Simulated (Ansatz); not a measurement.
Worked example: self-consistent single point of P (R-3m, 2 atoms in the cell) in Ansatz (a program for electronic structure).

Computed with PBEsol, default PAW files made with PBE (plane waves; Ansatz).

The change in words: lattice scaled by 0.98; basis.ecutwfc: 420 eV → 565 eV. Reference geometry:
```xyz
2
Lattice="1.7309 0.9993 3.1391 -1.7309 0.9993 3.1391 0.0000 -1.9987 3.1391" Properties=species:S:1:pos:R:3 pbc="T T T"
P      0.0000     0.0000     2.1885
P      0.0000     0.0000     7.2787
```

Reference input (self-consistent single point, DFT, PBEsol, plane waves, default PAW files made with PBE): basis.ecutwfc = 420 eV; kpoints.mp_grid.grid = 11 11 11; hamiltonian.xc = pbesol; hamiltonian.pseudopotentials = {kind: paw} (the program's default PAW files); scf.occupations.method = gaussian; scf.occupations.width = 0.1 eV. This run's input differs from it in these lines:

Ansatz 0.2 input:
```diff
@@ -3,5 +3,5 @@
   lattice:
-    - [1.730902, 0.999337, 3.139069]
-    - [-1.730902, 0.999337, 3.139069]
-    - [0.000000, -1.998674, 3.139069]
+    - [1.696284, 0.979350, 3.076288]
+    - [-1.696284, 0.979350, 3.076288]
+    - [0.000000, -1.958701, 3.076288]
   atoms:
@@ -10,3 +10,3 @@
 basis:
-  ecutwfc: 420.0
+  ecutwfc: 565.0
 kpoints:
```

The program printed (abridged):

```
SCF iter   1: F=—  HF=-1480.136459 eV  |F-HF|=—  |Δ(HF+E_count)|=         —  Δρ=2.19e-3  dr2=1.50e-3  ethr=1.77e-3  ⟨swp⟩=6.3  Hψ=11454  notcnv=0
all-band conjugate gradients solve this SCF's bands
preconditioner: auto → none
SCF iter   2: F=—  HF=-1480.136114 eV  |F-HF|=—  |Δ(HF+E_count)|=   3.45e-4  Δρ=1.18e-3  dr2=3.98e-4  ethr=1.50e-5  ⟨swp⟩=2.1  Hψ=3111  notcnv=0
SCF iter   3: F=—  HF=-1480.136098 eV  |F-HF|=—  |Δ(HF+E_count)|=   1.57e-5  Δρ=2.69e-4  dr2=3.48e-5  ethr=3.98e-6  ⟨swp⟩=2.1  Hψ=1867  notcnv=0
SCF iter   4: F=—  HF=-1480.136086 eV  |F-HF|=—  |Δ(HF+E_count)|=   1.16e-5  Δρ=7.49e-5  dr2=1.98e-6  ethr=3.48e-7  ⟨swp⟩=2.3  Hψ=1946  notcnv=0
iter 5 did not close the SCF: its close was put off for the readings that it lacked (scf_convergence_deferred on its scf_iter line)
SCF iter   5: F=-1480.136085 eV  HF=-1480.136085 eV  |F-HF|=1.90e-8  |Δ(HF+E_count)|=   1.07e-6  Δρ=9.26e-6  dr2=2.99e-8  ethr=1.98e-8  ⟨swp⟩=2.2  Hψ=1894  notcnv=0
SCF iter   6: F=-1480.136085 eV  HF=-1480.136085 eV  |F-HF|=2.43e-9  |Δ(HF+E_count)|=   7.30e-9  Δρ=3.35e-6  dr2=3.70e-9  ethr=2.99e-10  ⟨swp⟩=4.5  Hψ=7674  notcnv=0
SCF 1 converged in 6 iterations: F = -1480.136085 eV  dr2 = 3.70e-9
Free energy (F): -1480.136085 eV
Internal energy: -1480.133995 eV  (E = F + TS)
E sigma→0 (E₀):  -1480.135040 eV
Entropy (-TS):   -0.002090 eV (-1.045 meV/atom)
Fermi energy:    10.790926 eV
--- Forces (eV/Å), atoms counted from 1 ---
  atom   1  P      0.00000000    -0.00000002     0.28019257
  atom   2  P      0.00000000     0.00000002    -0.28019257
--- Stress (GPa, compression-positive) ---
        2.649363      -0.000000       0.000000
        0.000000       2.649363       0.000000
       -0.000000       0.000000      -0.816037
  P = ⅓ Tr σ = 1.4942 GPa (14.942 kbar)
  The stress holds the Pulay correction. Without it, at fixed plane waves, as pw.x and ABINIT print it: P = 1.4861 GPa
```

The run converged in 6 iterations. Against the reference run the free energy drops by 9.3 meV/atom, the pressure goes from -4.25 to 1.49 GPa and the largest force goes from 0.141 to 0.280 eV/Å.

The starting cell comes from a database of computed structures (which also holds hypothetical and non-ambient phases and stackings), without a prior relaxation at this level. Its lattice was rescaled by up to half a per cent. One atom was moved a little off its site on purpose. For this run, on top of that: lattice scaled by 0.98. Ansatz's pressure includes its estimate of the finite-basis (Pulay) stress.
